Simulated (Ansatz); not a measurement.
# Effect of pressure 9 GPa on Ir

Consider Ir in the fcc (Cu type) structure (space group Fm-3m, No. 225; a = 3.8450 Å).

One thing is altered: a hydrostatic pressure of 9 GPa.

Level of theory: r2SCAN (Ansatz, an electronic-structure program, PAW, spin-orbit coupling left out), earlier PAW set. k-mesh 21×21×21 (Γ-centred); smearing 0.05 eV (Fermi–Dirac).

* **Volume per atom**: 13.90 Å³ (base 14.21 Å³)
* **Density**: 22.97 g/cm³ (base 22.46 g/cm³)
* **Lattice parameter a**: 3.816 Å (base 3.845 Å)
* **Shortest interatomic distance**: 2.699 Å (base 2.719 Å)
* **Enthalpy H = E + PV relative to the base's energy**: +0.79 eV/atom
* **Band gap**: zero (base zero)

Load acts through the strain it causes; cell and atoms are relaxed under it. Stability against distortions was not tested. Competing high-pressure phases were not computed. All final runs are without spin polarisation.
